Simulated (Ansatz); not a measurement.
Au (Fm-3m), Ansatz (a program for electronic structure) with PBEsol with spin-orbit coupling, DFPT electron-phonon coupling, linearised Boltzmann equation: Condition of this run: spin-orbit coupling switched on. phonon-limited resistivity 2.88 μΩ·cm at 300 K, 3.86 μΩ·cm at 400 K, current-weighted mean free path 30 nm, Drude plasma energy 8.65 eV.

Problem. What temperature coefficient of resistance follows, and how does it compare with 1/T?

Solution. (ρ₄₀₀ − ρ₃₀₀)/(100 K × ρ₃₀₀) = 3.40×10⁻³ K⁻¹, against 1/T = 3.33×10⁻³ K⁻¹ for a resistivity proportional to T. Impurities would add a constant and lower it.

Problem. What is the classical skin depth at 100 GHz (nonmagnetic, μ₀ = 1.257×10⁻⁶ H/m)?

Solution. δ = √(ρ/(π f μ₀)) = 270 nm.

Problem. What Drude relaxation time do resistivity and plasma energy imply?

Solution. ω_p = 1.31e16 s⁻¹, so τ = 1/(ε₀ ω_p² ρ) = 22.7 fs, a damping ħ/τ of 29.0 meV.

A metal at this level (no band gap). Only scattering by harmonic phonons is included (no impurities, grain boundaries, electron-electron scattering or thermal expansion). Halving the electron mesh (28x28x28) moves the resistivity by up to 2 % at 300 K, the mean free path by up to 1 %. Smearing 0.20 eV; phonons on a 6x6x6 q mesh, which this run doesn't test.
